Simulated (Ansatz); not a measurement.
Here is the system:

End structure of a constructed model of the (111) surface of fcc Au, a layer of Mo in place of the second plane (bottom of the slab: a bare face, its two planes held):

```
CELL_PARAMETERS angstrom
      2.93959     0.00000     0.00000
     -1.46980     2.54576     0.00000
      0.00000     0.00000    28.50000
ATOMIC_POSITIONS crystal
  Au 0.33333 0.66667 0.28567
  Au 0.66667 0.33333 0.36989
  Au 0.00000 0.00000 0.45464
  Au 0.33333 0.66667 0.53949
  Mo 0.66667 0.33333 0.61842
  Au 0.00000 0.00000 0.69861
```

Set-up: 6 atoms, 12.2 Å thick at the start; mesh 15x15x1; 0.1 eV smearing; dipole correction on; 2 atoms held, the rest relaxed; held to the start's symmetry, so lower structures may exist; no spin, no spin-orbit, no U. It is one candidate, not shown to be the stable structure of the face.

### Question
Give the work function of the top face at the level PBE run with Ansatz (a quantum-chemistry and plane-wave program).

### Answer
4.53 eV
